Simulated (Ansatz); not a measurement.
We consider hexagonal WC, described by LDA (Ansatz, a first-principles code, plane waves, PAW).

Numerical settings: plane-wave cutoff 520 eV, 24×24×20 k mesh (along the axes of the cell as run), Fermi–Dirac smearing 0.05 eV, no spin polarisation, scalar-relativistic PAW data made under PBE.

Response to compression and expansion:

Shape and atoms are relaxed at each volume.

```tsv
V (Å³/atom)	P (GPa)	c (Å)	a (Å)
9.722	18.72	2.781	2.842
9.925	8.87	2.796	2.863
10.127	0.00	2.812	2.884
10.330	-8.00	2.827	2.905
10.533	-15.20	2.842	2.926
```

Note: the bulk modulus comes from volumes at which shape and atoms were relaxed.
